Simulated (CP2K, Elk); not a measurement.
A CP2K input for a self-consistent single point of CrClO (Pmmn, 6 atoms in the cell) (DFT LDA (Pade form), GPW, DZVP-MOLOPT-SR-GTH basis, GTH-PADE potentials (GTH_POTENTIALS)):

```
&GLOBAL
  PROJECT run
  RUN_TYPE ENERGY_FORCE
  PRINT_LEVEL MEDIUM
&END GLOBAL
&FORCE_EVAL
  METHOD Quickstep
  STRESS_TENSOR ANALYTICAL
  &DFT
    BASIS_SET_FILE_NAME BASIS_MOLOPT
    POTENTIAL_FILE_NAME GTH_POTENTIALS
    UKS T
    MULTIPLICITY 7
    &QS
      METHOD GPW
      EPS_DEFAULT 1E-10
    &END QS
    &MGRID
      CUTOFF 600
      REL_CUTOFF 40
      NGRIDS 5
    &END MGRID
    &SCF
      SCF_GUESS ATOMIC
      EPS_SCF 1E-6
      MAX_SCF 100
      ADDED_MOS 10 10
      &DIAGONALIZATION
        ALGORITHM STANDARD
      &END DIAGONALIZATION
      &MIXING
        METHOD BROYDEN_MIXING
        ALPHA 0.2
        NBUFFER 12
        BETA 1.5
      &END MIXING
      &SMEAR ON
        METHOD FERMI_DIRAC
        ELECTRONIC_TEMPERATURE [K] 116.05
      &END SMEAR
    &END SCF
    &KPOINTS
      SCHEME MONKHORST-PACK 5 4 2
      GAMMA_CENTERED T
    &END KPOINTS
    &XC
      &XC_FUNCTIONAL PADE
      &END XC_FUNCTIONAL
    &END XC
    &PRINT
      &MO
        EIGENVALUES T
        OCCUPATION_NUMBERS T
        NDIGITS 8
        FILENAME mo
        &EACH
          QS_SCF 0
        &END EACH
        ADD_LAST NUMERIC
      &END MO
      &MULLIKEN ON
      &END MULLIKEN
    &END PRINT
  &END DFT
  &SUBSYS
    &CELL
      A 3.14860900 0.00000000 0.00000000
      B 0.00000000 3.81629500 0.00000000
      C 0.00000000 0.00000000 7.84907800
      PERIODIC XYZ
    &END CELL
    &COORD
      SCALED
      Cr       0.00000000     0.00000000     0.10604000
      Cr       0.50000000     0.50000000     0.89396000
      Cl       0.00000000     0.50000000     0.68142000
      Cl       0.50000000     0.00000000     0.31858000
      O        0.50000000     0.00000000     0.94782000
      O        0.00000000     0.50000000     0.05218000
    &END COORD
    &KIND Cr
      BASIS_SET DZVP-MOLOPT-SR-GTH-q14
      POTENTIAL GTH-PADE-q14
      MAGNETIZATION 3
    &END KIND
    &KIND Cl
      BASIS_SET DZVP-MOLOPT-SR-GTH-q7
      POTENTIAL GTH-PADE-q7
    &END KIND
    &KIND O
      BASIS_SET DZVP-MOLOPT-SR-GTH-q6
      POTENTIAL GTH-PADE-q6
    &END KIND
  &END SUBSYS
  &PRINT
    &FORCES ON
    &END FORCES
    &STRESS_TENSOR ON
    &END STRESS_TENSOR
  &END PRINT
&END FORCE_EVAL
```

### Question
Translate this input to Elk.

### Answer
This is the input that was run; spellings and numerical settings could be chosen otherwise.

```
tasks
  0

xctype
  3

spinpol
  .true.

reducebf
  0.8

rgkmax
  7.0

rmtscf
  0.82

nempty
  10

stype
  3

swidth
  0.000367493

scale
  1.889726125

avec
    3.1486090000    0.0000000000    0.0000000000
    0.0000000000    3.8162950000    0.0000000000
    0.0000000000    0.0000000000    7.8490780000

atoms
  3   : nspecies
  'Cr.in'   : spfname
  2   : natoms; atposl, bfcmt below
  0.0000000000  0.0000000000  0.1060400000    0.0 0.0 -1.5
  0.5000000000  0.5000000000  0.8939600000    0.0 0.0 -1.5
  'Cl.in'   : spfname
  2   : natoms; atposl, bfcmt below
  0.0000000000  0.5000000000  0.6814200000    0.0 0.0 0.0
  0.5000000000  0.0000000000  0.3185800000    0.0 0.0 0.0
  'O.in'   : spfname
  2   : natoms; atposl, bfcmt below
  0.5000000000  0.0000000000  0.9478200000    0.0 0.0 0.0
  0.0000000000  0.5000000000  0.0521800000    0.0 0.0 0.0

ngridk
  5 4 2
```

Basis, cutoffs, solver keys and any potentials are the target program's own. This input uses DFT, LDA (PW92), all-electron FP-LAPW, Elk's shipped species files, default APW+lo basis. LDA parametrisations can differ slightly between programs.

The starting cell comes from a database of computed structures (which also holds hypothetical and non-ambient phases and stackings), without a prior relaxation at this level. Its lattice was rescaled by a random factor within 2.5 % of one.
